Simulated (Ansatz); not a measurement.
Input and output of a self-consistent single point for MoPt2 (Imm2, 3 atoms in the cell) (Ansatz, a first-principles code).

Computed with PBEsol, default PAW files made with PBE (plane waves; Ansatz).

The change in words: lattice scaled by 0.98; kpoints.mp_grid.grid: 12 12 12 → 21 21 21. Reference geometry:
```
CELL_PARAMETERS angstrom
     -1.38564     1.99198     4.17727
      1.38564    -1.99198     4.17727
      1.38564     1.99198    -4.17727
ATOMIC_POSITIONS crystal
  Mo 0.00598 0.00598 0.00000
  Pt 0.66334 0.66334 0.00000
  Pt 0.33666 0.33666 0.00000
```

Reference input (self-consistent single point, DFT, PBEsol, plane waves, default PAW files made with PBE): basis.ecutwfc = 420 eV; kpoints.mp_grid.grid = 12 12 12; hamiltonian.xc = pbesol; hamiltonian.pseudopotentials = {kind: paw} (the program's default PAW files); scf.occupations.method = gaussian; scf.occupations.width = 0.1 eV. This run's input differs from it in these lines:

Ansatz 0.2 input:
```diff
@@ -3,5 +3,5 @@
   lattice:
-    - [-1.385644, 1.991980, 4.177267]
-    - [1.385644, -1.991980, 4.177267]
-    - [1.385644, 1.991980, -4.177267]
+    - [-1.357931, 1.952140, 4.093722]
+    - [1.357931, -1.952140, 4.093722]
+    - [1.357931, 1.952140, -4.093722]
   atoms:
@@ -13,3 +13,3 @@
 kpoints:
-  mp_grid: { grid: [12, 12, 12] }
+  mp_grid: { grid: [21, 21, 21] }
 hamiltonian:
```

Output (repeated stretches shortened):

```
SCF iter   1: F=—  HF=-29666.269885 eV  |F-HF|=—  |Δ(HF+E_count)|=         —  Δρ=7.61e-3  dr2=2.00e-2  ethr=1.77e-3  ⟨swp⟩=5.3  Hψ=146620  notcnv=0
all-band conjugate gradients solve this SCF's bands
preconditioner: auto → Kerker (q_TF=auto, 2.793 Å⁻¹)
SCF iter   2: F=—  HF=-29666.268602 eV  |F-HF|=—  |Δ(HF+E_count)|=   1.28e-3  Δρ=3.89e-3  dr2=4.89e-3  ethr=3.99e-5  ⟨swp⟩=1.7  Hψ=58041  notcnv=0
SCF iter   3: F=—  HF=-29666.267785 eV  |F-HF|=—  |Δ(HF+E_count)|=   8.17e-4  Δρ=5.29e-4  dr2=7.90e-5  ethr=9.78e-6  ⟨swp⟩=2.0  Hψ=54325  notcnv=0
SCF iter   4: F=—  HF=-29666.267780 eV  |F-HF|=—  |Δ(HF+E_count)|=   5.04e-6  Δρ=9.50e-5  dr2=4.56e-6  ethr=1.58e-7  ⟨swp⟩=2.5  Hψ=67649  notcnv=0
SCF iter   5: F=—  HF=-29666.267779 eV  |F-HF|=—  |Δ(HF+E_count)|=   6.38e-7  Δρ=2.45e-5  dr2=1.80e-7  ethr=9.11e-9  ⟨swp⟩=2.1  Hψ=69560  notcnv=0
SCF iter   6: F=-29666.267779 eV  HF=-29666.267779 eV  |F-HF|=8.24e-9  |Δ(HF+E_count)|=   4.25e-8  Δρ=6.30e-6  dr2=1.64e-8  ethr=2.00e-10  ⟨swp⟩=5.5  Hψ=137631  notcnv=0
SCF 1 converged in 6 iterations: F = -29666.267779 eV  dr2 = 1.64e-8
Free energy (F): -29666.267779 eV
Internal energy: -29666.258511 eV  (E = F + TS)
E sigma→0 (E₀):  -29666.263145 eV
Entropy (-TS):   -0.009268 eV (-3.089 meV/atom)
Fermi energy:    24.278946 eV
--- Forces (eV/Å), atoms counted from 1 ---
  atom   1  Mo     0.00000000     0.00000000    -0.47860813
  atom   2  Pt     0.00000000     0.00000000     0.29558789
  atom   3  Pt     0.00000000     0.00000000     0.18302248
--- Stress (GPa, compression-positive) ---
        9.408044       0.000000       0.000000
        0.000000       8.677677       0.000000
        0.000000       0.000000       9.221499
  P = ⅓ Tr σ = 9.1024 GPa (91.024 kbar)
  The stress holds the Pulay correction. Without it, at fixed plane waves, as pw.x and ABINIT print it: P = 9.0434 GPa
```

The run converged in 6 iterations. Against the reference run the free energy falls by 4.1 meV/atom, the pressure goes from -9.19 to 9.10 GPa and the largest force goes from 0.319 to 0.479 eV/Å.

The starting cell comes from a database of computed structures (which also holds hypothetical and non-ambient phases and stackings), without a prior relaxation at this level. Its lattice was rescaled by up to half a per cent. One atom was moved a little off its site on purpose. For this run, on top of that: lattice scaled by 0.98. Spin polarisation is off. With a pressure of about 9 GPa the cell is away from its equilibrium volume at this level. Ansatz's pressure includes its estimate of the finite-basis (Pulay) stress.

Cost on one core of a shared machine: roughly 2 min.
